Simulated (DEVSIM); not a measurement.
Device: TaN/La2O3/SiO2/n-Si capacitor, at 300 K.

| layer (left to right) | material | thickness (nm) | Nd (cm⁻³) |
|---|---|---|---|
| 1 | La2O3 | 6.40 | - |
| 2 | SiO2 | 1.00 | - |
| 3 | Si | 1500 | 1.5e17 |

Metal gate on the left, work function 4.4 eV. Fixed charge at the semiconductor interface 0 cm⁻² (in units of +e); no interface traps.

Constants are typed, rounded textbook-type inputs, not results; the design itself was drawn at random and stands for no fabricated device. Values at 300 K.

| parameter | La2O3 | SiO2 | Si |
|---|---|---|---|
| gap (eV) | 5.8 | 9 | 1.124 |
| affinity (eV) | 1.8 | 0.9 | 4.05 |
| permittivity | 27 | 3.9 | 11.7 |
| Nc (cm⁻³) | - | - | 2.86e19 |
| Nv (cm⁻³) | - | - | 3.1e19 |

DEVSIM, 1D Poisson equation in equilibrium, Boltzmann statistics, complete ionisation; no quantum confinement or tunnelling. Metal contacts follow the ideal Schottky-Mott rule: no Fermi-level pinning, no interface dipoles.

Base results: threshold voltage (band bending 2φF) (V) -0.75; minimum of the low-frequency capacitance (μF/cm²) 0.126; flat-band voltage (V) 0.21.

**Question.** What follows from this one change: substrate doping 1.5e+17 → 1.5e+16 cm^-3?

**Answer.** threshold voltage (band bending 2φF) -0.75 → -0.61 V; minimum of the low-frequency capacitance 0.126 → 0.0452 μF/cm²; flat-band voltage 0.21 → 0.15 V.

**Question.** What follows from this one change: gate work function 4.4 → 4.1 eV?

**Answer.** threshold voltage (band bending 2φF) -0.75 → -1.05 V; minimum of the low-frequency capacitance little changed (0.126 μF/cm²); flat-band voltage 0.21 → -0.09 V.

**Question.** What follows from this one change: interface trap density 0 → 1e+12 cm^-2 eV^-1?

**Answer.** threshold voltage (band bending 2φF) -0.75 → -0.79 V; minimum of the low-frequency capacitance 0.126 → 0.254 μF/cm²; flat-band voltage 0.21 → 0.25 V.
